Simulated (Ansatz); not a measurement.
# ZnSiP2: pressure series

The reference is ZnSiP₂ in the chalcopyrite structure (space group I-42d, No. 122; a = 5.419 Å, c = 10.540 Å).

Cell and atoms are relaxed at each pressure.

Computed with plane-wave PAW DFT at the PBE level (Ansatz, an electronic-structure program, 420 eV), no SOC.

Candidates:
(a) pressure 4.5 GPa
(b) pressure 2.1 GPa
(c) pressure 15 GPa
(d) pressure 22.5 GPa

Before the change:

The band gap is 1.36 eV.

Task: Order them by band gap, lowest first.

Result: (d) pressure 22.5 GPa (0.88 eV), (c) pressure 15 GPa (1.02 eV), (a) pressure 4.5 GPa (1.24 eV), (b) pressure 2.1 GPa (1.30 eV)

Load acts through the strain it causes; cell and atoms are relaxed under it. No phonon test of stability was made. No other phases were tried under pressure.
